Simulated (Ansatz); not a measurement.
A constructed model of the (0001) surface of hcp Zr, a layer of Sc in place of the second plane (bottom of the slab: a bare face, its two planes held)

Method: PBE (plane waves to 420 eV, PAW; Ansatz, a first-principles code).

Slab: 6 atoms, 12.9 Å thick at the start; k 13x13x1, smearing 0.1 eV, dipole-corrected; 2 atoms held, the rest relaxed; held to the start's symmetry, so lower structures may exist; no spin, no spin-orbit, no U. It is one candidate, not shown to be the stable structure of the face.

```json
{
  "work_function_of_the_top_face": "4.22 eV",
  "energy_released_by_relaxation": "0.029 eV",
  "cost": "around 110 core-seconds (rough)"
}
```
